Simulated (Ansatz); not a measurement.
## A short convergence ladder for AlV2C (P6_3/mmc, 8 atoms in the cell)

```
CELL_PARAMETERS angstrom
      2.87894     0.00000     0.00000
     -1.43947     2.49323     0.00000
      0.00000     0.00000    13.06551
ATOMIC_POSITIONS crystal
  Al 0.33333 0.66667 0.25000
  Al 0.66667 0.33333 0.75000
  V  0.33333 0.66667 0.58638
  V  0.66667 0.33333 0.41362
  V  0.66667 0.33333 0.08638
  V  0.33333 0.66667 0.91362
  C  0.00000 0.00000 0.00000
  C  0.00000 0.00000 0.50000
```

Base method: LDA (PW92), default PAW files made with PBE (plane waves; Ansatz, an electronic-structure program).

Base settings: basis.ecutwfc = 420 eV; kpoints.mp_grid.grid = 13 13 3; hamiltonian.xc = lda; hamiltonian.pseudopotentials = {kind: paw} (the program's default PAW files); scf.occupations.method = gaussian; scf.occupations.width = 0.1 eV.

**Zone-centre phonons against the cutoff**

In this ladder: phonons.method = dfpt.

The mesh stays at the base's, so the ladder's end is converged at best in this setting alone.

Frequencies are those of the unrelaxed cell, without the LO-TO term of polar crystals.

Only quantities that move along the ladder and can be compared are tabulated.

| basis.ecutwfc | highest zone-centre frequency (cm⁻¹) | lowest optical frequency (cm⁻¹) |
|---|---|---|
| 210 eV | 806.9 | 117.1 |
| 295 eV | 671.7 | 111.4 |
| 420 eV | 695.8 | 109.8 |
| 505 eV | 695.8 | 109.8 |

Coarsest basis.ecutwfc that holds the highest zone-centre frequency within 10 cm⁻¹ of the last step, with all finer ones: 420 eV; the step before is off by 24 cm⁻¹.

Coarsest basis.ecutwfc that holds the lowest optical frequency within 1 cm⁻¹ of the last step, with all finer ones: 420 eV; the step before is off by 1.6 cm⁻¹.

On the base run: the starting cell comes from a database of computed structures (which also holds hypothetical and non-ambient phases and stackings), without a prior relaxation at this level. Its lattice was rescaled by up to half a per cent. Spin polarisation is off. In the base run, with a pressure of about -7 GPa the cell is away from its equilibrium volume at this level.

Keys are those of Ansatz 0.2.
